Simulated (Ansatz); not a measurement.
We look at the reaction energy. Reaction: Eu (bcc) + 3 H2O (gas) → EuH4O3 (Pmc2₁) + H2 (gas). The sign is products less reactants.

EuH4O3 (Pmc2₁), 16 atoms in the cell; this is a cell whose start was taken from, or built on, an entry of a structure database, and that this text hasn't matched to a measured one; metallic (partly filled levels) with PBE; spin state with PBE: parallel moments, net moment 13.9 μB a cell, k-point mesh 10×6×6 on the run's own vectors.
```yaml
crystal:
  lattice:
    - [-3.64222, 0.00000, -0.00073]
    - [0.00131, 0.00000, -6.15204]
    - [0.00000, -6.61216, 0.00000]
  atoms:
    - { symbol: Eu, position: [0.00002, 0.62861, 0.24976] }
    - { symbol: Eu, position: [0.99998, 0.37139, 0.74976] }
    - { symbol: H, position: [0.21095, 0.12094, 0.17040] }
    - { symbol: H, position: [0.78905, 0.87906, 0.67040] }
    - { symbol: H, position: [0.78909, 0.12099, 0.17037] }
    - { symbol: H, position: [0.21091, 0.87901, 0.67037] }
    - { symbol: H, position: [0.50005, 0.97033, 0.39898] }
    - { symbol: H, position: [0.49995, 0.02967, 0.89898] }
    - { symbol: H, position: [0.49994, 0.29659, 0.40406] }
    - { symbol: H, position: [0.50006, 0.70341, 0.90406] }
    - { symbol: O, position: [0.00006, 0.21663, 0.12515] }
    - { symbol: O, position: [0.99994, 0.78337, 0.62515] }
    - { symbol: O, position: [0.50002, 0.93864, 0.25444] }
    - { symbol: O, position: [0.49998, 0.06136, 0.75444] }
    - { symbol: O, position: [0.49997, 0.43961, 0.46723] }
    - { symbol: O, position: [0.50003, 0.56039, 0.96723] }
```

Eu (bcc, Im-3m), 1 atom in the cell; spin state with PBE: net moment 7.3 μB a cell, k-point mesh 20×20×20 on the run's own vectors. Conventional cell: a = b = c = 4.2772 Å, α = β = γ = 90.00°.

An isolated H2 molecule (singlet) in a box of 11 × 11 × 13 Å.

An isolated H2O molecule (singlet) in a box of 11 × 13 × 13 Å.

All numbers come from Ansatz (an electronic-structure program), plane waves with PAW, its default PAW set, cutoff 420 eV, 500 eV for r2SCAN. The structures are at rest with PBE+D3(BJ); other levels are single points on them. Neutral cells; Fermi-Dirac smearing of at most 0.10 eV in the solids, energies taken to zero width. The lattices are those relaxed with PBE+D3(BJ), so at other levels the solids can be strained, which adds to the spread. A dispersion term (D3(BJ), or D4 for r2SCAN) was computed beside these levels and is taken off wherever the name lacks it. Static lattices, no vibrational contributions. Cells are local rest points, mostly with their start's symmetry. Spin-orbit coupling is left out. Runs with 4f elements can settle in higher electronic states, so these values are less sure. No search over spin orders was made beyond those shown. The state moves with the level: Eu (bcc) has a net moment of 7.9 μB with r2SCAN+D4 and 7.3 μB with PBE. Where moments are parallel, another order may lie lower.

### Question
Give the value at the level PBE.

### Answer
-4.45 eV, for Eu (bcc) + 3 H2O (gas) → EuH4O3 (Pmc2₁) + H2 (gas).

### Question
How does the value move with the functional?

### Answer
| Method | value (eV) | less PBE |
|---|---|---|
| PBE+D3(BJ) | -4.98 | -0.53 |
| r2SCAN+D4 | -5.66 | -1.21 |

The levels shown span 1.21 eV, from r2SCAN+D4 (-5.66) to PBE (-4.45).
